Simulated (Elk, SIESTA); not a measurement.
A SIESTA input for a self-consistent single point of SrSi₂Pd₂ (I4/mmm, 5 atoms in the cell) (DFT, LDA PW92, numerical atomic orbitals DZP, PseudoDojo LDA standard norm-conserving potentials (rewritten from UPF to PSML)):

```
# files in the folder: Sr.psml Si.psml Pd.psml (PseudoDojo LDA standard)
SystemName  Sr(SiPd)2
SystemLabel sr(sipd)2

NumberOfAtoms                5
NumberOfSpecies              3
%block ChemicalSpeciesLabel
  1 38 Sr
  2 14 Si
  3 46 Pd
%endblock ChemicalSpeciesLabel
LatticeConstant              1.0 Ang
%block LatticeVectors
    -2.109132000    2.109132000    4.900172000
     2.109132000   -2.109132000    4.900172000
     2.109132000    2.109132000   -4.900172000
%endblock LatticeVectors
AtomicCoordinatesFormat      Fractional
%block AtomicCoordinatesAndAtomicSpecies
     0.000000000    0.000000000    0.000000000  1
     0.373610000    0.373610000    0.000000000  2
     0.626390000    0.626390000    0.000000000  2
     0.250000000    0.750000000    0.500000000  3
     0.750000000    0.250000000    0.500000000  3
%endblock AtomicCoordinatesAndAtomicSpecies

XC.functional                LDA
XC.authors                   PW92
PAO.BasisSize                DZP
PAO.EnergyShift              0.005 Ry
MeshCutoff                   350 Ry
%block kgrid.MonkhorstPack
    9   0   0  0.0
    0   9   0  0.0
    0   0   9  0.0
%endblock kgrid.MonkhorstPack
OccupationFunction           MP
OccupationMPOrder            0
ElectronicTemperature        0.2 eV

MaxSCFIterations             150
SCF.Mixer.Method             Pulay
SCF.Mixer.Weight             0.25
SCF.Mixer.History            6
SCF.DM.Tolerance             1.0E-05
Diag.ParallelOverK           true
WriteForces                  true
```

Task: Translate this input to Elk.

Result: This is the input that was run; spellings and numerical settings could be chosen otherwise.

```
tasks
  0

rgkmax
  8.0

gmaxvr
  16.0

nxlo
  2

lorbcnd
  .true.

rmtscf
  0.92

lmaxi
  2

stype
  0

swidth
  0.00734986

maxscl
  100

avec
   -3.9856818407    3.9856818407    9.2599830436
    3.9856818407   -3.9856818407    9.2599830436
    3.9856818407    3.9856818407   -9.2599830436

atoms
  3
  'Sr.in'
  1
  0.0000000000  0.0000000000  0.0000000000    0.0 0.0 0.0
  'Si.in'
  2
  0.3736100000  0.3736100000  0.0000000000    0.0 0.0 0.0
  0.6263900000  0.6263900000  0.0000000000    0.0 0.0 0.0
  'Pd.in'
  2
  0.2500000000  0.7500000000  0.5000000000    0.0 0.0 0.0
  0.7500000000  0.2500000000  0.5000000000    0.0 0.0 0.0

ngridk
  9 9 9
```

Basis settings and potentials, where a program has them, do not carry over. This input uses DFT, LDA (PW92), all-electron FP-LAPW, Elk's shipped species files, APW+lo basis with extra local orbitals. LDA parametrisations can differ slightly between programs.

The starting cell comes from a database of computed structures (which also holds hypothetical and non-ambient phases and stackings), without a prior relaxation at this level. For this run, on top of that: lattice scaled by 0.98.
